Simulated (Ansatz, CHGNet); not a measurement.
For TiSi2 (Cmcm, No. 63, 6 atoms in the cell; start mp-1077503; a measured phase of this formula has another space group), the machine-learned potential CHGNet 0.3.0 (trained on PBE and PBE+U data) gives:

| Item | Result |
|---|---|
| volume per atom | 14.26 Å³/atom |
| formation enthalpy | -0.587 eV/atom |

Q: What does r²SCAN+rVV10 (PAW; Ansatz, a program for electronic structure) give for the same quantities?

A: 
- equilibrium volume per atom: 14.08 Å³/atom (decreases by 1.3 %)
- formation enthalpy: -0.582 eV/atom (moves by +0.005 eV/atom)

Changes are worked out from the printed values.

Unless a cell is named, each level is at its own relaxed cell (CHGNet 0.3.0 14.26, r²SCAN+rVV10 14.08 Å³/atom).

The crystal itself was run without spin with r²SCAN+rVV10; a magnetic state was not tried in these runs.

Caveats: the energies of CHGNet 0.3.0 can hold anion corrections fitted to measured formation enthalpies (CHGNet 0.3.0); the relaxation could not lower the start's symmetry, so the cell can be a saddle point above a distorted one (CHGNet 0.3.0, r²SCAN+rVV10). Ansatz's density-functional and Hartree–Fock values are scalar-relativistic unless marked +SOC, with PAW data made under PBE.

A start named mp-… is a Materials Project structure, which need not be a measured phase.
